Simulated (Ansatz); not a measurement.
GaN under a change: Bi on a N site, symmetric start

Start from a 16-atom supercell of GaN in the zinc blende structure (space group F-43m, No. 216; a = 4.498 Å) at its relaxed geometry.

Perturbation: one N atom is replaced by Bi, atoms relaxed at fixed cell.

The values are results of plane-wave PAW DFT at the r2SCAN level (Ansatz, an electronic-structure program, 500 eV), no SOC, earlier PAW set, not measurements. Settings: 5×5×5 k-points, 0.01 eV Fermi–Dirac smearing.

| quantity | base | changed | shift |
|---|---|---|---|
| pressure | 0.0 GPa | 33.9 GPa | +33.9 GPa |
| largest displacement of a host atom from its site in the perfect cell | – | 0.36 Å | – |
| mean distance from the defect site to its nearest host atoms | 1.95 Å | 2.31 Å | +0.36 Å |

Final structure:

```
CELL_PARAMETERS angstrom
      0.00000     4.49817     4.49817
      4.49817     0.00000     4.49817
      4.49817     4.49817     0.00000
ATOMIC_POSITIONS crystal
  Bi 0.37500 0.37500 0.37500
  N  0.36863 0.36863 0.88137
  N  0.36863 0.88137 0.36863
  N  0.36863 0.88137 0.88137
  N  0.88137 0.36863 0.36863
  N  0.88137 0.36863 0.88137
  N  0.88137 0.88137 0.36863
  N  0.87500 0.87500 0.87500
  Ga 0.99969 0.99969 0.99969
  Ga 0.99969 0.99969 0.50093
  Ga 0.99969 0.50093 0.99969
  Ga 0.93121 0.52293 0.52293
  Ga 0.50093 0.99969 0.99969
  Ga 0.52293 0.93121 0.52293
  Ga 0.52293 0.52293 0.93121
  Ga 0.52293 0.52293 0.52293
```

Other magnetic orders, which the real material may have, were not ruled out. In so small a cell the defect repeats every few ångströms: this is an ordered compound, not a dilute defect. A case with no gap was solved on a k-mesh chosen for an insulator, which is coarse for it. The defect started on the symmetric site and kept its symmetry, so it may sit on a saddle. Starting moments died away, wholly or in part, for Bi on a N site; another magnetic solution may exist. The defect cell is spin-polarised and ends with 0.1 μB. This is not the structure that GaN has at room temperature and ambient pressure.
